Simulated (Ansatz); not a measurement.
Cubic perovskite BaLiF3, treated with r²SCAN+rVV10 (Ansatz, a quantum-chemistry and plane-wave program, plane waves, PAW).

Numerical settings: plane-wave cutoff 560 eV, 8×8×8 k mesh, Fermi–Dirac smearing 0.01 eV, scalar-relativistic PAW data made under PBE.

The volume scan:

| V (Å³/atom) | E − E_lowest (meV/atom) |
|---|---|
| 11.673 | 13.22 |
| 11.922 | 5.65 |
| 12.170 | 1.35 |
| 12.418 | 0.00 |
| 12.667 | 1.27 |
| 12.915 | 4.85 |
| 13.163 | 10.54 |

**Question.** Fit the third-order Birch–Murnaghan equation and give B0 and B′.

**Answer.** V0 = 12.418 Å³/atom, B0 = 84.3 GPa, B′ = 4.7 (fit to the energies at full precision).

Note: the relaxation could not lower the start's symmetry, so the cell can be a saddle point above a distorted one.

Spin–orbit coupling is not included.
